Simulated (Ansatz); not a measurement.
Reference: KTaO3 (Pm-3m), PBEsol, rigid bands (plane waves, PAW, scalar-relativistic; Ansatz, a program for electronic structure); axes and stresses refer to this cell.

```yaml
crystal:
  lattice:
    - [3.98530, 0.00000, 0.00000]
    - [0.00000, 3.98530, 0.00000]
    - [0.00000, 0.00000, 3.98530]
  atoms:
    - { symbol: K, position: [0.50000, 0.50000, 0.50000] }
    - { symbol: Ta, position: [0.00000, 0.00000, 0.00000] }
    - { symbol: O, position: [0.00000, 0.50000, 0.00000] }
    - { symbol: O, position: [0.50000, 0.00000, 0.00000] }
    - { symbol: O, position: [0.00000, 0.00000, 0.50000] }
```

- Seebeck coefficient, p-type 1e19 cm⁻³ = 554 μV/K
- electron conductivity mass = 0.43 mₑ
- Seebeck coefficient, n-type 1e19 cm⁻³ = -365 μV/K

Change: functional PBE, cell relaxed with it. What happens to Seebeck coefficient, p-type 1e19 cm⁻³, electron conductivity mass, Seebeck coefficient, n-type 1e19 cm⁻³?

Seebeck coefficient, p-type 1e19 cm⁻³ moves little, to 559 μV/K; electron conductivity mass rises to 0.45 mₑ; Seebeck coefficient, n-type 1e19 cm⁻³ moves little, to -375 μV/K.

Change: functional r2SCAN on the same cell. What happens to Seebeck coefficient, p-type 1e19 cm⁻³, electron conductivity mass, Seebeck coefficient, n-type 1e19 cm⁻³?

Seebeck coefficient, p-type 1e19 cm⁻³ moves little, to 554 μV/K; electron conductivity mass grows to 0.45 mₑ; Seebeck coefficient, n-type 1e19 cm⁻³ moves little, to -375 μV/K.

Masses are for dilute carriers at 300 K, harmonic means over directions unless an axis is named. Seebeck coefficients are for the stated density at 300 K, with one relaxation time for all states and whether or not that doping can be reached. Spin-orbit coupling is left out unless a row names it.
